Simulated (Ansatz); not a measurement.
The starting structures come from a database of crystals and need not be the phases stable at ambient conditions.

 Where the default PAW files enter, the runs use the earlier of Ansatz's two default sets.

By PBEsol, the system below comes out a metal.

Without scattering a metal conducts by its projected Fermi surface.

Given:

```yaml
crystal:
  lattice:
    - [8.13281, 0.00000, 0.00000]
    - [3.92886, 7.12086, 0.00000]
    - [1.40132, -3.97408, 2.24417]
  atoms:
    - { symbol: V, position: [0.50000, 0.50000, 0.50000] }
    - { symbol: V, position: [0.50000, 0.83333, 0.33333] }
    - { symbol: V, position: [0.00000, 0.66667, 0.16667] }
    - { symbol: Ge, position: [0.16606, 0.83394, 0.50182] }
    - { symbol: Ge, position: [0.83394, 0.49939, 0.33333] }
    - { symbol: Ge, position: [0.66788, 0.99879, 0.16485] }
    - { symbol: Ge, position: [0.83394, 0.16606, 0.49818] }
    - { symbol: Ge, position: [0.16606, 0.16727, 0.33333] }
    - { symbol: Ge, position: [0.33212, 0.33455, 0.16849] }
```

Space group of this cell: P6_222. The cell is taken as given; by PBEsol its mean pressure is -2.3 GPa.

The current flows along the normal of the first two printed cell vectors, the (111) plane of the conventional cell. No spin-orbit coupling; the value is a mean over 0.1 eV about the Fermi level.

Task: Give the ballistic conductance per area that PBEsol (Ansatz, a quantum-chemistry and plane-wave program) yields.

Result: 0.45 × 10¹⁵ S/m² for both spins.
